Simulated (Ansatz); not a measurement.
Carrier doping in GaSe

The parent structure is GaSe (space group P6_3/mmc, No. 194; layered, stacked along the Cartesian z axis).

```
GaSe
1.0
    3.76943     0.00000     0.00000
   -1.88472     3.26442     0.00000
    0.00000     0.00000    15.96417
Ga Se
4 4
Cartesian
  0.00000   2.17628   2.76926
  1.88472   1.08814  10.75134
  1.88472   1.08814  13.19492
  0.00000   2.17628   5.21283
  0.00000   2.17628   9.57295
  1.88472   1.08814   1.59087
  1.88472   1.08814   6.39122
  0.00000   2.17628  14.37331
```

Carriers are added at fixed cell with a uniform background; the Fermi–Dirac width is that of 300 K.

Level of theory: plane-wave PAW DFT at the PBE-D3(BJ) level (Ansatz, a first-principles code, 420 eV), no spin-orbit coupling, earlier PAW set.

Notes on the quantities. Fermi level from band edge: Fermi level relative to the doped band's edge (positive inside the band; to 0.05 eV).

```json
[
 {"variant": "undoped", "largest internal atomic displacement": "–", "gap between the host's bands": "0.87 eV", "Fermi level from band edge": "–", "gap character": "direct at Γ"},
 {"variant": "electrons 3.0×10^21 cm⁻³", "largest internal atomic displacement": "0.038 Å", "gap between the host's bands": "0.87 eV", "Fermi level from band edge": "+0.65 eV", "gap character": "direct at Γ"},
 {"variant": "electrons 5.0×10^21 cm⁻³", "largest internal atomic displacement": "0.065 Å", "gap between the host's bands": "0.87 eV", "Fermi level from band edge": "+0.75 eV", "gap character": "–"},
 {"variant": "electrons 1.0×10^22 cm⁻³", "largest internal atomic displacement": "0.142 Å", "gap between the host's bands": "0.71 eV", "Fermi level from band edge": "+1.05 eV", "gap character": "indirect, Γ → M"},
 {"variant": "holes 3.0×10^21 cm⁻³", "largest internal atomic displacement": "0.017 Å", "gap between the host's bands": "0.85 eV", "Fermi level from band edge": "+0.85 eV", "gap character": "direct at Γ"},
 {"variant": "holes 5.0×10^21 cm⁻³", "largest internal atomic displacement": "0.030 Å", "gap between the host's bands": "0.83 eV", "Fermi level from band edge": "+1.05 eV", "gap character": "direct at Γ"},
 {"variant": "holes 1.0×10^22 cm⁻³", "largest internal atomic displacement": "0.078 Å", "gap between the host's bands": "0.70 eV", "Fermi level from band edge": "+1.40 eV", "gap character": "direct at Γ"}
]
```

Carriers are added with a uniform compensating background; total energy and stress of such cells depend on the potential's zero and are not compared; many-body gap narrowing is missing at this level. No phonon test of stability was made.
